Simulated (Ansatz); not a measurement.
Defect: interstitial P in zinc-blende BP, charge state -1. The step: a direct jump of one P atom (a rearrangement that moves the defect's centre by under 1 Å); the atom moves 1.02 Å along (0.00, -0.16, 0.16) of the unit cell; the moving atom starts with neighbours B at 1.87, B at 1.91; P at 2.00 Å and ends with B at 1.87, B at 1.91; P at 2.00 Å. A PBE band in Ansatz (plane-wave PAW, a 2×2×2 k-point mesh shifted by half a step, 64 host sites, 22 SCF runs with any check of the saddle's order, static, no finite-size correction) gives a forward barrier of 0.36 eV. The saddle point's order was not checked, and it lies on a symmetry element of the cell, where a band can be held. The charge state is imposed; whether it is stable for some Fermi level was not computed. Sites that were not tried may lie lower.

Single points at the band's start and saddle point can refine it. Rough cost of one point, in units of the band's mean SCF on the same machine:

```csv
Level,Cost of one point
"PBE, a 3×3×3 k-point mesh shifted by half a step",about 3
"r2SCAN at 500 eV, a 2×2×2 k-point mesh shifted by half a step",under 2
```

Problem. Which of these move the barrier by more than 0.1 eV, and how far does each move it?

Solution. Not one does. PBE, a 3×3×3 k-point mesh shifted by half a step: +0.01 eV; r2SCAN at 500 eV, a 2×2×2 k-point mesh shifted by half a step: -0.01 eV. Each functional is compared with PBE at the same k-points.

Ansatz is an electronic-structure program.
